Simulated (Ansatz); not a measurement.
Start from HgTe in the zinc blende structure (space group F-43m, No. 216; a = 6.435 Å). Axes: x, y, z lie along the cube axes.

All numbers come from LDA (Ansatz, a first-principles code), spin-orbit coupling left out.

Base values:

Shortest interatomic distance: 5.266 bohr
Pressure: 0.0 GPa

Perturbation: tensile biaxial strain of 2.50 % in the plane normal to [001], as in epitaxy on a mismatched substrate; the out-of-plane cell vector and the atoms relax.

Question: Estimate the effect on the energy relative to the base, shortest interatomic distance and pressure.

Answer: The energy increases by 5.0 meV/atom; the shortest interatomic distance goes up by 0.026 bohr (5.266 bohr → 5.292 bohr); the pressure (mean of the normal stresses, compression positive) goes from zero to -0.6 GPa.

No phonon test of stability was made. The final runs are not spin-polarised.
